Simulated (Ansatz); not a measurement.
AlN: response to strain

Start from AlN in the zinc blende structure (space group F-43m, No. 216; a = 4.342 Å).

Strains are applied to the cell and any free atomic positions relax.

Level of theory: LDA (Ansatz, a program for electronic structure), spin-orbit coupling left out.

Notes on the quantities. energy relative to the base: free energy F.

| variant | band gap | volume per atom | electron mass | smallest direct gap | energy relative to the base |
|---|---|---|---|---|---|
| base | 3.25 eV | 10.23 Å³ | 0.52 mₑ along k, 0.32 mₑ across (at X) | 4.39 eV | 0 meV/atom |
| isotropic strain −3.00 % | 3.29 eV | 9.34 Å³ | 0.51 mₑ along k, 0.31 mₑ across (at X) | 5.19 eV | +59 meV/atom |
| isotropic strain −1.50 % | 3.27 eV | 9.78 Å³ | 0.52 mₑ along k, 0.32 mₑ across (at X) | 4.80 eV | +14 meV/atom |
| isotropic strain −0.50 % | 3.26 eV | 10.08 Å³ | 0.52 mₑ along k, 0.32 mₑ across (at X) | ___ | +1.5 meV/atom |
| isotropic strain +0.50 % | 3.25 eV | 10.39 Å³ | 0.52 mₑ along k, 0.32 mₑ across (at X) | 4.25 eV | ___ |
| isotropic strain +1.00 % | 3.24 eV | 10.54 Å³ | 0.53 mₑ along k, 0.32 mₑ across (at X) | 4.12 eV | +5.8 meV/atom |
| isotropic strain +1.50 % | 3.23 eV | 10.70 Å³ | 0.53 mₑ along k, 0.32 mₑ across (at X) | ___ | +13 meV/atom |
| isotropic strain +2.00 % | 3.22 eV | 10.86 Å³ | 0.53 mₑ along k, 0.33 mₑ across (at X) | 3.86 eV | +23 meV/atom |
| isotropic strain +2.50 % | 3.21 eV | 11.02 Å³ | 0.54 mₑ along k, 0.33 mₑ across (at X) | 3.74 eV | +35 meV/atom |
| isotropic strain +3.00 % | 3.20 eV | 11.18 Å³ | 0.54 mₑ along k, 0.33 mₑ across (at X) | 3.61 eV | +50 meV/atom |

### Question
Some entries are withheld; estimate them.

### Answer

- isotropic strain −0.50 %, smallest direct gap: 4.52 eV
- isotropic strain +0.50 %, energy relative to the base: +1.4 meV/atom
- isotropic strain +1.50 %, smallest direct gap: 3.99 eV

Masses are band curvatures over ±0.01 Å⁻¹ around the edge. Along k means along the line from Γ to the band edge. Whether these cells are dynamically stable was not tested. This is not the structure that AlN has at room temperature and ambient pressure.
